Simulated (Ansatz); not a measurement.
Si (diamond structure), cut as [110] wire, round, centred on atom, 1.07 nm across, dimers on {100} faces where they fit, ended by OH. Cell contents Si34O22H22; atoms relaxed. k-points: Γ-centred 1×1×4 mesh; occupations: Fermi-Dirac, 0.020 eV; spin polarisation not allowed. Spin-orbit coupling is left out.

 The period along the axis is held at the bulk value.

What is the computed electronic structure (gap or metallic character, levels against vacuum) (PBE (Ansatz, a first-principles code))?


| Item | Result |
|---|---|
| electronic character | not metallic |
| Kohn-Sham band gap | 1.05 eV |
| character of the gap on the mesh and a band path of the cell's zone | direct |
| k-point of the valence-band top (reciprocal lattice units) | (0.000, 0.000, 0.000) |
| k-point of the conduction-band bottom (reciprocal lattice units) | (0.000, 0.000, 0.000) |
| depth of the highest filled level under the vacuum level | 4.63 eV |
| depth of the lowest empty level under the vacuum level | 3.59 eV |
| weight of the highest filled level on the outer atoms and the ending | 0.54 |
| weight of the lowest empty level on the outer atoms and the ending | 0.50 |
| electron mass at the zone centre | 0.16 mₑ along the axis |
| hole mass of the top band at the zone centre | 0.16 mₑ along the axis |
| change of bonding against the cut | none |
| number of neighbours within 2.834 Å (ending not counted) | 2 for 2 atoms, 3 for 18 atoms, 4 for 14 atoms |
| mean Si-Si distance (least to greatest) | 2.370 Å (2.349 to 2.421) |
